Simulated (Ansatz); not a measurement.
## Volume per atom of TaS₂ (model structure, started from the anatase type, I4₁/amd, No. 141, 6 atoms in the cell) at several levels of theory

No measured value is used here.

| level (code) | value (Å³/atom) |
|---|---|
| PBE (Ansatz) | 19.37 |
| PBEsol (Ansatz) | 18.46 |
| PBE-D3(BJ) (Ansatz) | 18.51 |

Density-functional levels without +SOC have no spin–orbit coupling. Ansatz's density-functional and Hartree–Fock values are scalar-relativistic unless marked +SOC, with PAW data made under PBE.

A model structure was made by putting elements into a prototype or built by hand; it is no filed structure, need not be a known phase, and can be a saddle point held by its symmetry.

Ansatz is a first-principles code.
